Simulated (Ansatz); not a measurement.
**WC with two functionals, pressure 45 GPa**

The parent structure is WC (space group P-6m2, No. 187; a = 2.9219 Å, c = 2.8471 Å).

(Cell as relaxed with PBE.)

Levels (all Ansatz, a quantum-chemistry and plane-wave program, PAW): PBE (420 eV, no spin-orbit coupling); r2SCAN (500 eV, no spin-orbit coupling).

Each level relaxes its own structure.

| base | PBE | r2SCAN |
|---|---|---|
| volume per atom | 10.52 Å³ | 10.42 Å³ |
| lattice parameter a | 2.922 Å | 2.912 Å |
| band gap | zero | zero |

Perturbation: cell and atoms relaxed at a pressure of 45 GPa.

```json
[
 {"quantity": "c/a ratio", "PBE": "0.982", "r2SCAN": "0.981"},
 {"quantity": "volume per atom", "PBE": "9.56 Å³", "r2SCAN": "9.49 Å³"}
]
```

PBE's volume per atom lies 0.07 Å³ above r2SCAN's (0.7 %). Neither level is exact; r2SCAN is the comparison here, not a measurement.

Load acts through the strain it causes; cell and atoms are relaxed under it. Whether these cells are dynamically stable was not tested. Competing high-pressure phases were not computed. All final runs are without spin polarisation.
